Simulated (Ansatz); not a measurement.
The starting structures come from a database of crystals and need not be the phases stable at ambient conditions.

 Where the default PAW files enter, the runs use the earlier of Ansatz's two default sets.

Tunnelling through a barrier is set by its complex band structure: the current falls as exp(−2κd) with the smallest κ.

Here is the system:

```xyz
6
Lattice="3.4425 0.0000 0.0000 0.0000 3.3672 0.1170 0.0000 -1.3637 5.1331" Properties=species:S:1:pos:R:3 pbc="T T T"
Na     2.5819     1.2174     4.2193
Na     0.8606     0.7862     1.0308
H      2.5819     2.7891     2.2674
H      0.8606    -0.7855     2.9827
O      0.8606    -0.3602     3.8554
O      2.5819     2.3638     1.3948
```

Space group of this cell: P2_1/m. The cell was relaxed by PBE-D3(BJ); by PBEsol its mean pressure is 0.5 GPa.

Transport runs along the normal of the first two printed cell vectors.

No gap correction and no spin-orbit coupling; mid-gap values are interpolated between computed energies.

Q: Estimate the band gap and the smallest decay constant κ at mid-gap that PBEsol (Ansatz, a quantum-chemistry and plane-wave program) returns for this system.

A: Gap 3.28 eV on a 10×10×6 mesh; κ = 0.390 1/Å, at the zone centre.
